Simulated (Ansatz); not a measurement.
## Effect of isotropic strain −2.50 % on Pd

Consider Pd in the fcc (Cu type) structure (space group Fm-3m, No. 225; a = 3.878 Å; relaxed with 0.1 eV smearing).

Perturbation: every lattice vector is shortened by 2.50 %, atoms relaxed at fixed cell.

Calculations: Ansatz (a first-principles code) PBEsol, scalar-relativistic without spin-orbit coupling. Γ-centred 29×29×29 mesh, Fermi–Dirac width 0.1 eV.

Volume per atom: 13.51 Å³ (base 14.58 Å³)
Space group: Fm-3m (No. 225) (base Fm-3m (No. 225))
Shortest interatomic distance: 2.673 Å (base 2.742 Å)
Energy relative to the base (free energy F): +58 meV/atom
Band gap: zero (base zero)

Final structure:

```yaml
crystal:
  lattice:
    - [0.00000, 1.89038, 1.89038]
    - [1.89038, 0.00000, 1.89038]
    - [1.89038, 1.89038, 0.00000]
  atoms:
    - { symbol: Pd, position: [0.00000, 0.00000, 0.00000] }
```

Cost of the whole job for the changed cell (relaxation, final SCF and bands): very roughly 15 core-seconds.

Whether these cells are dynamically stable was not tested. All final runs are without spin polarisation.
